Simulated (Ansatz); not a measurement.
For CsCl-type PdIn, PBEsol+SOC in Ansatz (plane waves, PAW) gives:

```
Quantity             Result
------------------  -------
lattice constant a  3.246 Å
bulk modulus B0     137 GPa
```

Question: What does r²SCAN+rVV10 (plane waves, PAW; Ansatz, a program for electronic structure) give for the same quantities?

Answer: 
- lattice constant a: 3.252 Å (grows by 0.2 %)
- bulk modulus: 141 GPa (goes up by 2.9 %)

Changes are worked out from the printed values.

Unless a cell is named, each level is at its own relaxed cell (PBEsol+SOC 17.11, r²SCAN+rVV10 17.19 Å³/atom).

The crystal itself was run without spin with r²SCAN+rVV10; a magnetic state was not tried in these runs.

Ansatz's density-functional and Hartree–Fock values are scalar-relativistic unless marked +SOC, with PAW data made under PBE.
